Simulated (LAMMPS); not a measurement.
System: Al (fcc), 864 atoms, at 560 K and 2 GPa, heated as the crystal.

All values are model results, not measurements: classical MD, pair style meam, file MoCoNiVFeAlCr_2nn.meam, run in LAMMPS.

| Property | Result |
|---|---|
| state found | crystal; no diffusion seen in 30 ps |
| density | 2.6887 ± 0.0002 g/cm³ |
| volume per atom | 16.664 ± 0.001 Å³/atom |
| enthalpy per atom | -3.0054 ± 0.0003 eV/atom |
| first peak of g(r) | 2.84 Å, height 5.2 |
| coordination number | 12.0 (counted to 3.50 Å) |
| most common Al-Al-Al angle | at the 3° bin centred on 58.5°, after smoothing over three bins (mean of all 97°) |
| mean frequency of the vibrational (phonon) density of states | 6.3 THz |
| cost | very roughly 14 core-minutes |

Potential: file MoCoNiVFeAlCr_2nn.meam of the LAMMPS distribution; its header cites Wang, J., Kwon, H., Kim, H.S. et al. A neural network model for high entropy alloy design. npj Comput Mater 9, 60 (2023).

Caution: a run this short can hold a crystal over, or a liquid under, the potential's own melting point, which these runs don't give.

States go by the mean squared displacement: a species diffuses where it passes 1.5 Å², still rises and gives D over 1e-6 cm²/s; a crystal has left its structure where atoms lie 0.35 Å off their sites on average or a cubic box changes its shape by 3 %, or the axial ratios of another lie 8 % off the starting cell's, which the potential's own relaxation can also do.

The ± values are statistical; the model's systematic error is not in them.

```
angle (°)  probability per degree, Al-Al-Al
---------  --------------------------------
46.50                                0.0000
49.50                                0.0008
52.50                                0.0061
55.50                                0.0209
58.50                                0.0347
61.50                                0.0322
64.50                                0.0181
67.50                                0.0065
70.50                                0.0016
73.50                                0.0003
76.50                                0.0003
79.50                                0.0014
82.50                                0.0047
85.50                                0.0103
88.50                                0.0146
91.50                                0.0139
94.50                                0.0093
97.50                                0.0043
100.5                                0.0015
103.5                                0.0006
106.5                                0.0013
109.5                                0.0042
112.5                                0.0111
115.5                                0.0202
118.5                                0.0265
121.5                                0.0251
124.5                                0.0179
127.5                                0.0095
130.5                                0.0038
133.5                                0.0012
136.5                                0.0003
139.5                                0.0001
142.5                                0.0000
145.5                                0.0000
148.5                                0.0000
151.5                                0.0000
154.5                                0.0000
157.5                                0.0000
160.5                                0.0002
163.5                                0.0008
166.5                                0.0024
169.5                                0.0056
172.5                                0.0086
175.5                                0.0088
178.5                                0.0038
```

| r (Å) | g(r) |
|---|---|
| 2.340 | 0.000 |
| 2.380 | 0.005 |
| 2.420 | 0.017 |
| 2.460 | 0.050 |
| 2.500 | 0.178 |
| 2.540 | 0.407 |
| 2.580 | 0.818 |
| 2.620 | 1.47 |
| 2.660 | 2.23 |
| 2.700 | 3.09 |
| 2.740 | 4.14 |
| 2.780 | 4.84 |
| 2.820 | 5.02 |
| 2.860 | 5.18 |
| 2.900 | 4.85 |
| 2.940 | 4.19 |
| 2.980 | 3.48 |
| 3.020 | 2.74 |
| 3.060 | 1.95 |
| 3.100 | 1.41 |
| 3.140 | 0.981 |
| 3.180 | 0.601 |
| 3.220 | 0.377 |
| 3.260 | 0.202 |
| 3.300 | 0.117 |
| 3.340 | 0.060 |
| 3.380 | 0.034 |
| 3.420 | 0.016 |
| 3.460 | 0.014 |
| 3.500 | 0.011 |
| 3.540 | 0.017 |
| 3.580 | 0.030 |
| 3.620 | 0.048 |
| 3.660 | 0.099 |
| 3.700 | 0.142 |
| 3.740 | 0.236 |
| 3.780 | 0.340 |
| 3.820 | 0.454 |
| 3.860 | 0.621 |
| 3.900 | 0.789 |
| 3.940 | 0.927 |
| 3.980 | 1.04 |
| 4.020 | 1.12 |
| 4.060 | 1.12 |
| 4.100 | 1.06 |
| 4.140 | 0.970 |
| 4.180 | 0.793 |
| 4.220 | 0.669 |
| 4.260 | 0.520 |
| 4.300 | 0.382 |
| 4.340 | 0.279 |
| 4.380 | 0.189 |
| 4.420 | 0.136 |
| 4.460 | 0.108 |
| 4.500 | 0.119 |
| 4.540 | 0.179 |
| 4.580 | 0.271 |
| 4.620 | 0.436 |
| 4.660 | 0.642 |
| 4.700 | 0.992 |
| 4.740 | 1.34 |
| 4.780 | 1.73 |
| 4.820 | 2.16 |
| 4.860 | 2.51 |
| 4.900 | 2.85 |
| 4.940 | 2.96 |
| 4.980 | 2.99 |
| 5.020 | 2.79 |
| 5.060 | 2.52 |
| 5.100 | 2.08 |
| 5.140 | 1.70 |
| 5.180 | 1.31 |
| 5.220 | 0.977 |
| 5.260 | 0.696 |
| 5.300 | 0.492 |
| 5.340 | 0.367 |
| 5.380 | 0.332 |
| 5.420 | 0.324 |
| 5.460 | 0.375 |
| 5.500 | 0.503 |
| 5.540 | 0.640 |
| 5.580 | 0.795 |
| 5.620 | 0.942 |
| 5.660 | 1.04 |
| 5.700 | 1.11 |
| 5.740 | 1.08 |
| 5.780 | 1.07 |
| 5.820 | 0.941 |
| 5.860 | 0.837 |
| 5.900 | 0.702 |
| 5.940 | 0.586 |
| 5.980 | 0.490 |
| 6.020 | 0.444 |
| 6.060 | 0.460 |
| 6.100 | 0.540 |
| 6.140 | 0.658 |
| 6.180 | 0.837 |
| 6.220 | 1.03 |
| 6.260 | 1.25 |
| 6.300 | 1.45 |
| 6.340 | 1.64 |
| 6.380 | 1.70 |
